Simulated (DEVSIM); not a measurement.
Device: Schottky contact on n-type GaN, at 300 K.

Layer 1 from the left is GaN, thickness (μm) 10.0, Nd (cm⁻³) 1.7e17, τn (s) 3.3e-8, τp (s) 3.3e-8.

Left contact: Schottky, work function 5.38 eV, emission velocity 6.6e6 cm/s. Right contact: ohmic. Voltage is applied to the left contact. Recombination: SRH at mid-gap, radiative. Mobility is μmin + (μ − μmin)/(1 + (N/Nref)^α).

Constants are typed, rounded textbook-type inputs, not results; the design itself was drawn at random and stands for no fabricated device. Values at 300 K.

GaN: gap (eV) 3.43, affinity (eV) 4.1, permittivity 9.5, Nc (cm⁻³) 2.3e18, Nv (cm⁻³) 4.6e19, μn (cm²/Vs) 1200, μp (cm²/Vs) 100, μn,min 55, μp,min 3, Nref,n 2e17, Nref,p 3e17, αn 1, αp 2, B (cm³/s) 1e-11.

Model (solved in DEVSIM): 1D drift-diffusion, Boltzmann statistics, complete ionisation; no tunnelling, impact ionisation, image-force lowering or self-heating. Metal contacts follow the ideal Schottky-Mott rule: no Fermi-level pinning, no interface dipoles.

Dark forward current:

```
|V| (V)  |J| (A/cm²)
-------  -----------
0.15       2.428e-13
0.20       1.682e-12
0.25       1.163e-11
0.30       8.036e-11
0.35       5.552e-10
0.40        3.836e-9
0.45        2.650e-8
0.50        1.830e-7
0.55        1.264e-6
0.60        8.723e-6
0.65        6.020e-5
0.70       0.0004153
0.75        0.002864
0.80         0.01974
0.85          0.1359
0.90          0.9326
0.95           6.328
1.00           40.30
1.05           197.4
1.10           589.6
1.15            1175
1.20            1869
1.25            2622
```

**Question.** Work out the local ideality factor n = ΔV / (kT/q · ln(J2/J1)) between the rows 0.15 and 0.20 V, 1.20 and 1.25 V.

**Answer.** kT/q = 25.85 mV. From 0.15 to 0.20 V: ln(1.682e-12/2.428e-13) = 1.936, n = 1.00, near the 1 of diffusion or emission over a barrier. From 1.20 to 1.25 V: ln(2622/1869) = 0.339, n = 5.71; the layers' resistance at their doping, Σ W/(qμN) = 5.4e-5 Ω cm², would take 41 mV of this step of 50 mV.

**Question.** Estimate the current at 0.55 V for emission alone, J0 = q v N_band exp(−φB/kT), and read the barrier back from the simulated current.

**Answer.** φB = 1.280 eV, N_band = 2.30e18 cm⁻³, J0 = 7.61e-16 A/cm²; J = J0 (exp(qV/kT) − 1) = 1.32e-6 A/cm². The simulation gives 1.26e-6 A/cm²; the estimate lies 4.7 % above. Read backwards, the simulated current gives an apparent barrier of 1.281 eV. The estimate leaves out transport through the depletion region and minority injection.
